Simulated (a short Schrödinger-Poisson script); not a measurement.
System: single In0.53Ga0.47As/InP quantum well.

| layer | material | thickness (nm) |
|---|---|---|
| 1 | InP | 20 |
| 2 | In0.53Ga0.47As | 4 |
| 3 | InP | 20 |

The device is made up for the run: typed textbook-type constants, with dimensions and the other settings drawn at random. In0.53Ga0.47As: direct gap (eV) 0.74, conduction-band edge (eV) 0, electron mass (mₑ) 0.041, heavy-hole mass 0.38, light-hole mass 0.052. InP: direct gap (eV) 1.344, conduction-band edge (eV) 0.25, electron mass (mₑ) 0.08, heavy-hole mass 0.53, light-hole mass 0.12.

The valence-band edge of each layer lies one gap below its conduction-band edge. The electron's potential energy rises along the stack by the applied field. Mesh 0.03 nm at interfaces.

**Question.** Estimate e1 and hh1 for infinitely high walls at zero field, and compare with the finite well.

**Answer.** ħ²π²/(2mL²) gives 573.2 meV for the electron and 61.8 meV for the heavy hole. The finite well gives 108.8 and 35.7 meV, 0.19 and 0.58 of the estimates, as the states reach into the barriers (24 % of e1 lies outside the well).

From a short Schrödinger-Poisson script (our own, NumPy): one-band effective-mass equation with BenDaniel-Duke matching, electrons, heavy and light holes apart, hard walls at the outer ends, one valence edge for both holes (no strain splitting), no charge, excitons, band mixing or non-parabolicity; under a field the levels are quasi-bound states of a box, listed while three quarters of their weight lies within 4 nm of the wells.
